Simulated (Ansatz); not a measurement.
The starting structures come from a database of crystals and need not be the phases stable at ambient conditions.

By PBEsol, the system below comes out a metal.

The ballistic (Sharvin) conductance counts the channels at the Fermi level: G/A = (e²/h) × channels of both spins per area.

Input:

```
ReTi
1.0
    3.10808     0.00000     0.00000
    0.00000     4.39549     0.00000
    0.00000     2.19774     2.19774
Ti Re
1 1
Direct
  0.50000   0.50000   0.00000
  0.00000   0.00000   0.00000
```

Space group of this cell: Pm-3m, CsCl type. The cell is taken as given; by PBEsol its mean pressure is -5.6 GPa.

The current flows along the normal of the first two printed cell vectors, the (110) plane of the conventional cell. No spin-orbit coupling; the value is a mean over 0.1 eV about the Fermi level.

**Question.** Predict the ballistic conductance per area from PBEsol (Ansatz, a quantum-chemistry and plane-wave program).

**Answer.** 1.2 × 10¹⁵ S/m² for both spins.
